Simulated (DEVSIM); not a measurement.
Simulated with DEVSIM: 1D drift-diffusion, Boltzmann statistics, complete ionisation; no tunnelling, impact ionisation, image-force lowering or self-heating. Metal contacts follow the ideal Schottky-Mott rule: no Fermi-level pinning, no interface dipoles.

System: Schottky contact on n-type Si, at 250 K.

| layer (left to right) | material | thickness (μm) | Nd (cm⁻³) | τn (s) | τp (s) |
|---|---|---|---|---|---|
| 1 | Si | 1.20 | 2e17 | 0.00013 | 0.00013 |
| 2 | Si | 9.70 | 1.6e18 | 0.00013 | 0.00013 |

Left contact: Schottky, work function 4.53 eV, emission velocity 2.5e6 cm/s. Right contact: ohmic. Voltage is applied to the left contact. Recombination: SRH at mid-gap, radiative. Mobility is constant in doping. Where it depends on doping, it is μmin + (μ − μmin)/(1 + (N/Nref)^α).

Constants are typed, rounded textbook-type inputs, not results; the design itself was drawn at random and stands for no fabricated device. Values at 300 K; Nc and Nv go as T^1.5, mobilities as T to minus their exponent, the gap by Varshni's rule with the affinity fixed. The table also holds parameters that only a changed run uses.

| parameter | Si |
|---|---|
| gap (eV) | 1.124 |
| affinity (eV) | 4.05 |
| permittivity | 11.7 |
| Nc (cm⁻³) | 2.86e19 |
| Nv (cm⁻³) | 3.1e19 |
| μn (cm²/Vs) | 1417 |
| μp (cm²/Vs) | 470 |
| μn,min | 52 |
| μp,min | 45 |
| Nref,n | 9.7e16 |
| Nref,p | 2.2e17 |
| αn | 0.68 |
| αp | 0.72 |
| T exponent of μn | 2.3 |
| T exponent of μp | 2.2 |
| B (cm³/s) | 4.7e-15 |
| Cn (cm⁶/s) | 2.8e-31 |
| Cp (cm⁶/s) | 9.9e-32 |
| Varshni α (eV/K) | 0.000473 |
| Varshni β (K) | 636 |

One input was changed, with this effect: potential step across the device at zero bias 0.424 → 0.398 V.

Problem. Which change was it?
A) thickness of layer 2 9.7 → 5.8 μm
B) minority lifetime in layer 1 0.00013 → 3.9e-06 s
C) minority lifetime in layer 2 0.00013 → 0.0013 s
D) doping-dependent mobility in place of the constant one
E) Auger recombination switched on
F) doping Nd of layer 2 1.6e+18 → 4.8e+17 cm^-3
G) doping Nd of layer 1 2e+17 → 2e+16 cm^-3

Solution. F, doping Nd of layer 2 1.6e+18 → 4.8e+17 cm^-3
